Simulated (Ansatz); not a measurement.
Consider ZnS in the zinc blende structure (space group F-43m, No. 216; a = 5.357 Å).

Calculations: Ansatz (a quantum-chemistry and plane-wave program) PBEsol, without spin-orbit coupling.

For the base:

The hole mass is 0.18, 0.68, 0.68 mₑ (at Γ). The shortest interatomic distance is 2.319 Å and the gap character comes out as direct at Γ.

One thing is altered: every Zn is replaced by Cd, then cell and atoms are relaxed.

Question: What happens to the hole mass?

Answer: The hole mass (degenerate bands, along [100]) goes from 0.18, 0.68, 0.68 mₑ (at Γ) to 0.12, 0.75, 0.75 mₑ (at Γ).

Question: Estimate the effect on the shortest interatomic distance.

Answer: The shortest interatomic distance rises by 0.203 Å, from 2.319 Å to 2.522 Å.

Question: Predict the new gap character.

Answer: The gap character stays direct at Γ.

Effective masses come from finite differences of ±0.01 Å⁻¹. Gaps are Kohn–Sham eigenvalue differences; semilocal functionals usually give less than the measured gap. Whether these cells are dynamically stable was not tested.
